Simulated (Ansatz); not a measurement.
The starting structures come from a database of crystals and need not be the phases stable at ambient conditions.

 Where the default PAW files enter, the runs use the earlier of Ansatz's two default sets.

Inside the gap of an insulator the Bloch states are evanescent, with a wavenumber k + iκ along the transport direction.

Data:

```
Mg3Sb2
1.0
    7.91984     0.00000     0.00000
    3.95992     7.59693     0.00000
    3.95992    -0.68804     2.18027
Mg Sb
3 2
Direct
  0.00000   0.00000   0.00000
  0.30005   0.36662   0.36662
  0.69995   0.63338   0.63338
  0.89480   0.77187   0.77187
  0.10520   0.22813   0.22813
```

Space group of this cell: P-3m1. The cell is taken as given.

Transport runs along the normal of the first two printed cell vectors, the (111) plane of the conventional cell.

The gap is the functional's own, uncorrected, and κ follows it; spin-orbit coupling is left out. Mid-gap values are interpolated between the computed energies.

Task: Predict the band gap and the smallest decay constant κ at mid-gap from Ansatz (a program for electronic structure) with r2SCAN.

Result: Gap 0.60 eV on a 14×14×14 mesh; κ = 0.106 1/Å, at (0.250, 0.250) of the in-plane reciprocal vectors. At the zone centre, at the nearest computed energy, the slowest state has κ = 0.11 1/Å.
